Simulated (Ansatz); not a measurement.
Base system: B (space group I4_132, No. 214; a = 4.633 Å; a hypothetical phase, not in the database extracts checked).

It is then changed as follows: 0.0746 holes added to each cell, a density of 1.5×10^21 cm⁻³, with a uniform compensating background at fixed cell and a 300 K Fermi–Dirac width.

Computed with PBEsol (Ansatz, a quantum-chemistry and plane-wave program, PAW, no spin-orbit coupling).

Base, band edges from the VBM (valence, conduction): N -1.40, 2.83; P -0.13, 3.38; H -2.55, 4.61; Γ -1.67, 1.43 eV.

Task: Give the band edges at the high-symmetry points of the new zone, measured from its valence-band maximum.

Result: 
```csv
point,valence edge (eV),conduction edge (eV)
Γ,-1.67,1.47
H,-2.53,4.63
N,-1.38,2.85
P,-0.13,3.40
```

The gap is 1.44 eV, indirect, P–H (20 % along) → Γ–P (20 % along).

Carriers are added with a uniform compensating background; total energy and stress of such cells depend on the potential's zero and are not compared; many-body gap narrowing is missing at this level. Whether these cells are dynamically stable was not tested.
